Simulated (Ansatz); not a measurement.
**3 layers of WSi2N4, started at antiparallel, shifted by (2/3,1/3) (facing atoms over hollows or bridges)**

Level of theory: PBE+D3(BJ) (plane waves to 420 eV, PAW; Ansatz, a program for electronic structure). Scalar-relativistic, without spin–orbit coupling; with elements this heavy it can move edges by tenths of an eV. Its k-point mesh 12×12×1, Fermi–Dirac width 0.01 eV. A dipole correction is on.

| Property | Value |
|---|---|
| gap between facing atomic planes | 2.80, 2.80 Å |
| step of the vacuum level across the stack (top less bottom) | 0.00 eV |
| PBE gap over the mesh and listed points off it | 2.00 eV, indirect (lowest direct gap 2.41 eV) |
| valence and conduction edges under the vacuum level of the lower face | 5.04 and 3.04 eV |

```
CELL_PARAMETERS angstrom
      2.89919     0.00000     0.00000
     -1.44959     2.51077     0.00000
      0.00000     0.00000    45.20000
ATOMIC_POSITIONS crystal
  N  0.66667 0.33333 0.20624
  Si 0.00000 0.00000 0.21746
  N  0.00000 0.00000 0.25597
  W  0.33333 0.66667 0.28367
  N  0.00000 0.00000 0.31135
  Si 0.00000 0.00000 0.34983
  N  0.66667 0.33333 0.36087
  N  0.00000 0.00000 0.42280
  Si 0.66667 0.33333 0.43384
  N  0.66667 0.33333 0.47232
  W  0.33333 0.66667 0.50000
  N  0.66667 0.33333 0.52768
  Si 0.66667 0.33333 0.56616
  N  0.00000 0.00000 0.57720
  N  0.66667 0.33333 0.63913
  Si 0.00000 0.00000 0.65017
  N  0.00000 0.00000 0.68865
  W  0.33333 0.66667 0.71633
  N  0.00000 0.00000 0.74403
  Si 0.00000 0.00000 0.78254
  N  0.66667 0.33333 0.79376
```
